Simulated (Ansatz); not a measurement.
**GaN: carrier doping**

The reference is GaN in the NiAs type structure (space group P6_3/mmc, No. 194; a = 2.9687 Å, c = 5.0409 Å; a model cell, its experimental status unchecked).

Carriers are added at fixed cell with a uniform background; the Fermi–Dirac width is that of 300 K.

Method: plane-wave PAW DFT at the PBEsol level (Ansatz, an electronic-structure program, 420 eV), no spin-orbit coupling.

Notes on the quantities. Fermi level from band edge: Fermi level relative to the doped band's edge (positive inside the band; to 0.05 eV).

```csv
electron density (10^21 cm⁻³),Fermi level from band edge (eV)
2,0.95
7,1.50
10,?
20,2.15
```

Fit E_F = C n^s, fitted as a line in log–log form (a parabolic band gives s = 2/3) to the rows shown and predict the withheld row.

Least squares on the printed values gives C = 0.75 eV, s = 0.36 (largest residual 0.01 eV); this predicts 1.69 eV, and the run gives 1.65 eV, in agreement.

Carriers are added with a uniform compensating background; total energy and stress of such cells depend on the potential's zero and are not compared; many-body gap narrowing is missing at this level. Whether these cells are dynamically stable was not tested. This is not the structure that GaN has at room temperature and ambient pressure.
